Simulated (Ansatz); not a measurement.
**Hypothetical P6_3/mmc HgI2: response to strain**

The reference is HgI2 in the 2H-MoS2 type structure (space group P6_3/mmc, No. 194; a = 4.166 Å, c = 14.183 Å; a hypothetical phase, not in the database extracts checked). Axes: x lies along a and z along c of the hexagonal cell.

Strains are applied to the cell and any free atomic positions relax; under biaxial strain the out-of-plane vector relaxes too.

Calculations: PBE-D3(BJ) in Ansatz (plane waves to 420 eV, PAW, no SOC).

**Question.** Only one of these has no band gap. Which?
(A) isotropic strain −4.21 %
(B) biaxial strain −0.82 %, plane normal [001], relaxed out of plane
(C) isotropic strain +4.21 %
(D) biaxial strain −1.14 %, plane normal [001], relaxed out of plane

**Answer.** A, isotropic strain −4.21 %. Computed: biaxial strain −0.82 %, plane normal [001], relaxed out of plane: 0.35 eV; isotropic strain −4.21 %: zero; biaxial strain −1.14 %, plane normal [001], relaxed out of plane: 0.35 eV; isotropic strain +4.21 %: 0.59 eV

A case with no gap was solved on a k-mesh chosen for an insulator, which is coarse for it. With Hg and I present, leaving out spin-orbit coupling can change the band edges. Stability against distortions was not tested. All final runs are without spin polarisation. A zero or small gap of HgI2 under isotropic strain −4.21 % can be the functional's error rather than a property of the material.

Ansatz is a quantum-chemistry and plane-wave program.
